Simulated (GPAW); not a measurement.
Worked example: self-consistent single point of Nb3Sb (Pm-3n, 8 atoms in the cell) in GPAW.

Method: PBEsol, GPAW PAW datasets PBEsol (made by gpaw-setup) (plane waves; GPAW).

```
CELL_PARAMETERS angstrom
      5.30247     0.00000     0.00000
      0.00000     5.30247     0.00000
      0.00000     0.00000     5.30247
ATOMIC_POSITIONS crystal
  Nb 0.25000 0.00000 0.50000
  Nb 0.75000 0.00000 0.50000
  Nb 0.50000 0.75000 0.00000
  Nb 0.50000 0.25000 0.00000
  Nb 0.00000 0.50000 0.75000
  Nb 0.00000 0.50000 0.25000
  Sb 0.00000 0.00000 0.00000
  Sb 0.50000 0.50000 0.50000
```

Reference input (self-consistent single point, DFT LDA (Perdew-Wang 92), plane waves, GPAW PAW datasets LDA (gpaw-data 1.0.1)): mode = pw; ecut = 600 eV; xc = LDA; kpts = 5 5 5; mesh shift (steps) = 0 0 0; occupations.name = fermi-dirac; occupations.width = 0.1 eV; nbands = -12; convergence.forces = 0.001 eV/Å; symmetry.symmorphic = false; symmetry.tolerance = 0.0005; maxiter = 120. This run's input differs from it in these lines:

```diff
@@ -19,3 +19,3 @@
 calc = GPAW(mode={'name': 'pw', 'ecut': 600},
-            xc='LDA',
+            xc='PBEsol',
             kpts=(5, 5, 5),
```

Its files differ too (potentials: GPAW PAW datasets PBEsol (made by gpaw-setup)).

Output, abridged:

```
     iter     time        total  log10-change:
                         energy   eigst   dens  force
iter:   1 --:--:--   -82.094344
iter:   2 --:--:--   -81.915209   -0.44  -1.22
iter:   3 --:--:--   -79.094665   -0.46  -1.23
iter:   4 --:--:--   -79.808918   -1.09  -1.91
iter:   5 --:--:--   -80.317637   -1.61  -1.81
iter:   6 --:--:--   -79.469510   -0.30  -1.70
iter:   7 --:--:--   -78.849307   -1.93  -1.84
iter:   8 --:--:--   -78.873689   -2.75  -2.35
iter:   9 --:--:--   -78.841818c  -2.98  -2.27
iter:  10 --:--:--   -78.838151c  -3.75  -2.64
iter:  11 --:--:--   -78.835852c  -3.95  -2.75
iter:  12 --:--:--   -78.834347c  -2.89  -3.01
   [... lines left out ...]
iter:  14 --:--:--   -78.832573c  -4.74  -3.74
iter:  15 --:--:--   -78.832546c  -6.54  -4.06c
iter:  16 --:--:--   -78.832514c  -5.69  -4.11c
iter:  17 --:--:--   -78.832587c  -5.23  -4.05c
iter:  18 --:--:--   -78.832544c  -6.56  -3.92
iter:  19 --:--:--   -78.832527c  -6.09  -4.14c
iter:  20 --:--:--   -78.832547c  -6.48  -4.45c
iter:  21 --:--:--   -78.832536c  -7.08  -4.22c
iter:  22 --:--:--   -78.832522c  -6.22  -4.39c
iter:  23 --:--:--   -78.832532c  -6.65  -4.55c
iter:  24 --:--:--   -78.832515c  -6.06  -4.46c
iter:  25 --:--:--   -78.832518c  -7.85c -4.78c
iter:  26 --:--:--   -78.832519c  -7.91c -5.25c -16.73c
Converged after 26 iterations.

Dipole moment: (0.000000, 0.000000, 0.000000) |e|*Ang

Energy contributions relative to reference atoms: (reference = -975501.238913)

Kinetic:        -22.001346
Potential:       -3.639375
External:        +0.000000
XC:             -52.931567
Entropy (-ST):   -0.152388
Local:           -0.184037
SIC:             +0.000000
--------------------------
Free energy:    -78.908713
Extrapolated:   -78.832519

Showing only first 2 kpts
 Kpt  Band  Eigenvalues  Occupancy
  0    52     11.21799    1.85060
  0    53     11.21799    1.85060
  0    54     12.24045    0.00090
  0    55     13.62614    0.00000

  1    52     11.24718    1.80490
  1    53     11.25219    1.79590
  1    54     12.81561    0.00000
  1    55     13.05498    0.00000

Fermi level: 11.46965

No gap
   [... lines left out ...]
  2 Nb    0.00000    0.00000    0.00000
  3 Nb    0.00000   -0.00000    0.00000
  4 Nb    0.00000    0.00000    0.00000
  5 Nb    0.00000    0.00000   -0.00000
  6 Sb    0.00000    0.00000   -0.00000
  7 Sb   -0.00000   -0.00000   -0.00000

Stress tensor:
     0.044295     0.000000     0.000000
     0.000000     0.044295     0.000000
     0.000000     0.000000     0.044295
Stress (GPa, Voigt): [7.0968 7.0968 7.0968 0.     0.     0.    ]
```

The run converged in 26 iterations. GPAW prints stress with tension positive. Against the reference run the pressure goes from -10.76 to -7.10 GPa.

The starting cell comes from a database of computed structures (which also holds hypothetical and non-ambient phases and stackings), without a prior relaxation at this level. Its lattice was rescaled by a random factor within 2.5 % of one. Spin polarisation is off. With a pressure of about -7 GPa the cell is away from its equilibrium volume at this level.

Cost on one core of a shared machine: roughly 3 min.
